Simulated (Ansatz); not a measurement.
Functionals compared on the (100) surface of MnP-type NiSi in its 1x1 cell (cut with top plane Si, bottom plane Si), outermost plane spacing 0.89 Å in the ideal cut, in Ansatz (plane waves, PAW). The structure was relaxed with PBE; the other rows are single points on it, each with its references at the same level. Cutoff 420 eV (500 eV for r2SCAN).

Model: 20-atom slab, Ni10Si10, 12.2 Å thick at the start, 11x7x1 mesh, Fermi-Dirac 0.1 eV, dipole correction, all atoms relaxed; held to the start's symmetry, so lower structures may exist; no spin (magnetic order not tried), no spin-orbit, no U. These notes are the PBE run's.

```
functional  surface energy (J/m²)  work function of the top face (eV)           rough cost of the single point
----------  ---------------------  ----------------------------------  ---------------------------------------
PBE                          2.10                                4.85                                        –
LDA                          2.58                                5.07  about 120 core-seconds (a rough figure)
PBEsol                       2.45                                4.91                 roughly 2.0 core-minutes
RPBE                         1.90                                4.75            very roughly 2.1 core-minutes
r2SCAN                       2.35                                4.95            around 3 core-minutes (rough)
```

Ansatz is a quantum-chemistry and plane-wave program.
